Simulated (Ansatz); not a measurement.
A self-consistent single point of WC (P3m1, 2 atoms in the cell) with Ansatz (a quantum-chemistry and plane-wave program).

Method: LDA (PW92), default PAW files made with PBE (plane waves; Ansatz).

The change in words: lattice scaled by 0.98. Reference geometry:
```
WC
1.0
    1.46227    -2.53274     0.00000
    1.46227     2.53274     0.00000
    0.00000     0.00000     2.85420
W C
1 1
Cartesian
  0.00000   0.00000   0.05000
  1.46227   0.84425   1.42710
```

Reference input (self-consistent single point, DFT, LDA (PW92), plane waves, default PAW files made with PBE): basis.ecutwfc = 420 eV; kpoints.mp_grid.grid = 13 13 12; hamiltonian.xc = lda; hamiltonian.pseudopotentials = {kind: paw} (the program's default PAW files); scf.occupations.method = gaussian; scf.occupations.width = 0.1 eV. This run's input differs from it in these lines:

Ansatz 0.2 input:
```diff
@@ -3,8 +3,8 @@
   lattice:
-    - [1.46227500, -2.53273500, 0.00000000]
-    - [1.46227500, 2.53273500, 0.00000000]
-    - [0.00000000, 0.00000000, 2.85420000]
+    - [1.43303000, -2.48208000, 0.00000000]
+    - [1.43303000, 2.48208000, 0.00000000]
+    - [0.00000000, 0.00000000, 2.79711600]
   atoms:
-    - { symbol: W, position_ang: [0.00000000, 0.00000000, 0.04999988] }
-    - { symbol: C, position_ang: [1.46227500, 0.84424669, 1.42710000] }
+    - { symbol: W, position_ang: [0.00000000, 0.00000000, 0.04899988] }
+    - { symbol: C, position_ang: [1.43303000, 0.82736165, 1.39855800] }
 basis:
```

The program printed (abridged):

```
SCF iter   1: F=—  HF=-10373.318989 eV  |F-HF|=—  |Δ(HF+E_count)|=         —  Δρ=1.20e-2  dr2=2.47e-2  ethr=1.77e-3  ⟨swp⟩=5.1  Hψ=13826  notcnv=0
all-band conjugate gradients solve this SCF's bands
preconditioner: auto → none
SCF iter   2: F=—  HF=-10373.314860 eV  |F-HF|=—  |Δ(HF+E_count)|=   4.13e-3  Δρ=5.47e-3  dr2=4.51e-3  ethr=1.37e-4  ⟨swp⟩=1.0  Hψ=4557  notcnv=0
SCF iter   3: F=—  HF=-10373.314147 eV  |F-HF|=—  |Δ(HF+E_count)|=   7.13e-4  Δρ=5.43e-4  dr2=2.45e-5  ethr=2.50e-5  ⟨swp⟩=2.5  Hψ=3838  notcnv=0
SCF iter   4: F=—  HF=-10373.314146 eV  |F-HF|=—  |Δ(HF+E_count)|=   7.17e-7  Δρ=9.40e-5  dr2=6.02e-7  ethr=1.36e-7  ⟨swp⟩=2.5  Hψ=4315  notcnv=0
iter 5 did not close the SCF: its close was put off for the readings that it lacked (scf_convergence_deferred on its scf_iter line)
SCF iter   5: F=-10373.314146 eV  HF=-10373.314146 eV  |F-HF|=1.25e-9  |Δ(HF+E_count)|=   9.02e-8  Δρ=1.21e-5  dr2=7.74e-9  ethr=3.35e-9  ⟨swp⟩=2.3  Hψ=4144  notcnv=0
SCF iter   6: F=-10373.314146 eV  HF=-10373.314146 eV  |F-HF|=3.86e-10  |Δ(HF+E_count)|=   2.40e-9  Δρ=1.72e-6  dr2=5.22e-10  ethr=4.30e-11  ⟨swp⟩=2.1  Hψ=9446  notcnv=0
SCF 1 converged in 6 iterations: F = -10373.314146 eV  dr2 = 5.22e-10
Free energy (F): -10373.314146 eV
Internal energy: -10373.312921 eV  (E = F + TS)
E sigma→0 (E₀):  -10373.313534 eV
Entropy (-TS):   -0.001225 eV (-0.613 meV/atom)
Fermi energy:    21.283629 eV
--- Forces (eV/Å), atoms counted from 1 ---
  atom   1  W     -0.00000000    -0.00000000    -0.79788570
  atom   2  C      0.00000000    -0.00000000     0.79790700
--- Stress (GPa, compression-positive) ---
        8.155762       0.000000      -0.000000
        0.000000       8.155762      -0.000000
       -0.000000      -0.000000       8.508421
  P = ⅓ Tr σ = 8.2733 GPa (82.733 kbar)
  The stress holds the Pulay correction. Without it, at fixed plane waves, as pw.x and ABINIT print it: P = 7.9053 GPa
```

The run converged in 6 iterations. Against the reference run the free energy goes down by 18.0 meV/atom, the pressure goes from -16.23 to 8.27 GPa and the largest force goes from 0.606 to 0.798 eV/Å. The full log also holds: “iter 5 did not close the SCF: its close was put off for the readings that it lacked (scf_convergence_deferred on its scf_iter line)”.

The starting cell has typed, rounded lattice constants, without a prior relaxation at this level. Its lattice was rescaled by up to half a per cent. One atom was moved a little off its site on purpose. For this run, on top of that: lattice scaled by 0.98. Spin polarisation is off. With a pressure of about 8 GPa the cell is away from its equilibrium volume at this level. Ansatz's pressure includes its estimate of the finite-basis (Pulay) stress.
